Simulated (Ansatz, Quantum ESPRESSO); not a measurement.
An Ansatz (a program for electronic structure) input for a self-consistent single point of CdO (Fm-3m, 2 atoms in the cell) (DFT, PBE, plane waves, default PAW files):

Ansatz 0.2 input:
```yaml
crystal:
  lattice:
    - [0.000000, 2.350000, 2.350000]
    - [2.350000, 0.000000, 2.350000]
    - [2.350000, 2.350000, 0.000000]
  atoms:
    - { symbol: Cd, position: [0.000000, 0.000000, 0.000000] }
    - { symbol: O, position: [0.500000, 0.500000, 0.500000] }
basis:
  ecutwfc: 420.0 eV
kpoints:
  mp_grid: { grid: [8, 8, 8] }
hamiltonian:
  xc: pbe
  pseudopotentials: { kind: paw }
scf:
  occupations: { method: fermi_dirac, width: 0.02 eV }
output:
  forces: true
  eigenvalues: true
  stress: true
```

**Question.** Give the Quantum ESPRESSO input for the same structure, mesh, smearing and functional.

**Answer.** One input that does it (others would too):

```fortran
&CONTROL
 calculation = 'scf',
 outdir = './tmp',
 pseudo_dir = './',
 tprnfor = .true.,
 tstress = .true.,
/
&SYSTEM
 ibrav = 0,
 celldm(1) = 6.28031934,
 nat = 2,
 ntyp = 2,
 ecutwfc = 105,
 occupations = 'smearing',
 smearing = 'fermi-dirac',
 degauss = 0.00147,
/
&ELECTRONS
 conv_thr = 1.0d-10,
/
ATOMIC_SPECIES
Cd   112.4140  Cd.upf
O     15.9990  O.upf
ATOMIC_POSITIONS {crystal}
Cd    0.00000000    0.00000000    0.00000000
O     0.50000000    0.50000000    0.50000000
K_POINTS {automatic}
8 8 8  0 0 0
CELL_PARAMETERS {alat}
   0.00000000     0.70710678     0.70710678
   0.70710678     0.00000000     0.70710678
   0.70710678     0.70710678     0.00000000
```

Basis, cutoffs, solver keys and any potentials are the target program's own. This input uses DFT, PBE, plane waves, PseudoDojo standard norm-conserving (PBE) pseudopotentials. Both were run: pressure 5.48 GPa in Ansatz and 5.95 in Quantum ESPRESSO. Ansatz's pressure is the one without its finite-basis correction.

On Quantum ESPRESSO: the starting cell has typed, rounded lattice constants, without a prior relaxation at this level. With a pressure of about 6 GPa the cell is away from its equilibrium volume at this level. The run gives no clean gap (levels at the Fermi energy touch, overlap or are partly filled at this smearing), which alone does not show that the compound is a metal.

On Ansatz: the starting cell has typed, rounded lattice constants, without a prior relaxation at this level. With a pressure of about 6 GPa the cell is away from its equilibrium volume at this level. The run gives no clean gap (levels at the Fermi energy touch, overlap or are partly filled at this smearing), which alone does not show that the compound is a metal.
